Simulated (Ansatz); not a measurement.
F on the 1x1 (101) surface of tetragonal ZrO2 (a metastable polymorph) (cut with top plane O), one in a 2x1 cell, energies for each (46.4 Å²). Energies are against ½ F2(g), without zero-point or thermal terms; each row is named by its start (#2, #3: further inequivalent places of a kind).

Host crystal: tetragonal ZrO2, with a band gap (PBE, scalar-relativistic without spin-orbit coupling).

The numbers are results of PBE (plane waves to 420 eV, PAW; Ansatz, a first-principles code), not measurements.

Slab: 37 atoms, 7.6 Å thick at the start under the adsorbate (thin: gaps and levels are the slab's own); k 3x3x1, smearing 0.01 eV, dipole-corrected; 16 atoms held, the rest relaxed; each run with such symmetry as its start has; spin-polarised, no spin-orbit, no U, no dispersion correction.

A negative adsorption energy means that the adsorbate is more stable on the surface than in its reference. Starts that drift may end in the same place. Heights count from the host atoms within 0.3 Å of the top one. Moments of ungapped slabs depend on the mesh.

| starting site | E_ads (eV) | height (Å) | nearest host atom (Å) | bonded to | change of the vacuum step (eV) | lateral drift (Å) | moment (μB) |
|---|---|---|---|---|---|---|---|
| top O | -1.19 | 1.35 | Zr 1.95 | Zr | 0.74 | 1.8 | 1.0 |
| top O #2 | -1.72 | 1.34 | Zr 1.92 | Zr | 0.93 | 1.9 | 1.0 |
| top Zr | -1.19 | 1.35 | Zr 1.95 | Zr | 0.74 | 0.1 | 1.0 |
| over Zr at depth 1.0 Å | -1.67 | 1.52 | Zr 1.91 | Zr | 0.82 | 0.1 | 1.0 |
| over O at depth 1.5 Å | -0.54 | 0.94 | O 2.10 | 2 Zr | 0.38 | 0.4 | 1.0 |
| hollow beside Zr | -1.19 | 1.35 | Zr 1.95 | Zr | 0.74 | 1.0 | 1.0 |
| hollow O-O-O-Zr-Zr over O at depth 1.8 Å | -1.67 | 1.52 | Zr 1.91 | Zr | 0.81 | 2.1 | 1.0 |
| bridge O-Zr (span 2.0 Å) (the adsorbate broke or entered a bond of the host) | -1.48 | 0.62 | Zr 1.95 | Zr | 0.75 | 0.3 | 1.0 |
| bridge O-O (span 4.1 Å) | -1.85 | 1.32 | Zr 1.93 | Zr | 0.73 | 0.9 | 1.0 |
